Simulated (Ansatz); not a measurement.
A self-consistent single point of Cu (Fm-3m, 1 atom in the cell) with Ansatz (a quantum-chemistry and plane-wave program).

Level of theory: PBE (plane waves, PAW; Ansatz).

The change in words: lattice scaled by 0.98; kpoints.mp_grid.grid: 16 16 16 → 13 13 13. Reference geometry:
```
Cu
1.0
    0.00000     1.81042     1.81042
    1.81042     0.00000     1.81042
    1.81042     1.81042     0.00000
Cu
1
Direct
  0.00000   0.00000   0.00000
```

Reference input (self-consistent single point, DFT, PBE, plane waves, default PAW files): basis.ecutwfc = 30.9 Ry; kpoints.mp_grid.grid = 16 16 16; hamiltonian.xc = pbe; hamiltonian.pseudopotentials = {kind: paw} (the program's default PAW files); scf.occupations.method = gaussian; scf.occupations.width = 0.0073 Ry. This run's input differs from it in these lines:

Ansatz 0.2 input:
```diff
@@ -2,5 +2,5 @@
   lattice:
-    - [0.000000, 1.810415, 1.810415]
-    - [1.810415, 0.000000, 1.810415]
-    - [1.810415, 1.810415, 0.000000]
+    - [0.000000, 1.774207, 1.774207]
+    - [1.774207, 0.000000, 1.774207]
+    - [1.774207, 1.774207, 0.000000]
   atoms:
@@ -10,3 +10,3 @@
 kpoints:
-  mp_grid: { grid: [16, 16, 16] }
+  mp_grid: { grid: [13, 13, 13] }
 hamiltonian:
```

Output, abridged:

```
SCF iter   1: F=—  HF=-6625.150297 eV  |F-HF|=—  |Δ(HF+E_count)|=         —  Δρ=1.07e-3  dr2=5.85e-5  ethr=1.77e-3  ⟨swp⟩=5.3  Hψ=5909  notcnv=0
all-band conjugate gradients solve this SCF's bands
preconditioner: auto → none
SCF iter   2: F=—  HF=-6625.150404 eV  |F-HF|=—  |Δ(HF+E_count)|=   1.07e-4  Δρ=4.21e-4  dr2=5.27e-6  ethr=3.08e-7  ⟨swp⟩=2.4  Hψ=2638  notcnv=0
   [... lines left out ...]
SCF iter   4: F=-6625.150419 eV  HF=-6625.150419 eV  |F-HF|=4.77e-9  |Δ(HF+E_count)|=   1.14e-6  Δρ=1.19e-5  dr2=4.73e-9  ethr=5.24e-9  ⟨swp⟩=2.0  Hψ=1606  notcnv=0
iter 5 did not close the SCF: its close was put off for the readings that it lacked (scf_convergence_deferred on its scf_iter line)
SCF iter   5: F=-6625.150419 eV  HF=-6625.150419 eV  |F-HF|=4.67e-10  |Δ(HF+E_count)|=   4.17e-9  Δρ=2.93e-6  dr2=1.78e-10  ethr=2.49e-11  ⟨swp⟩=2.0  Hψ=1873  notcnv=0
SCF iter   6: F=-6625.150419 eV  HF=-6625.150419 eV  |F-HF|=0.00e0  |Δ(HF+E_count)|=  5.98e-10  Δρ=5.10e-8  dr2=1.64e-13  ethr=1.00e-12  ⟨swp⟩=1.7  Hψ=3837  notcnv=0
SCF 1 converged in 6 iterations: F = -6625.150419 eV  dr2 = 1.64e-13
Free energy (F): -6625.150419 eV
Internal energy: -6625.148646 eV  (E = F + TS)
E sigma→0 (E₀):  -6625.149532 eV
Entropy (-TS):   -0.001773 eV (-1.773 meV/atom)
Fermi energy:    18.208137 eV
--- Forces (eV/Å), atoms counted from 1 ---
  atom   1  Cu    -0.00000000     0.00000000    -0.00000000
--- Stress (GPa, compression-positive) ---
       11.272511       0.000000      -0.000000
        0.000000      11.272511      -0.000000
       -0.000000      -0.000000      11.272511
  P = ⅓ Tr σ = 11.2725 GPa (112.725 kbar)
  The stress holds the Pulay correction. Without it, at fixed plane waves, as pw.x and ABINIT print it: P = 11.1250 GPa
```

The run converged in 6 iterations. Against the reference run the free energy rises by 24.5 meV/atom and the pressure goes from 1.14 to 11.27 GPa.

The starting cell has typed, rounded lattice constants, without a prior relaxation at this level. Its lattice was rescaled by up to half a per cent. For this run, on top of that: lattice scaled by 0.98. Spin polarisation is off. With a pressure of about 11 GPa the cell is away from its equilibrium volume at this level. Ansatz's pressure includes its estimate of the finite-basis (Pulay) stress.
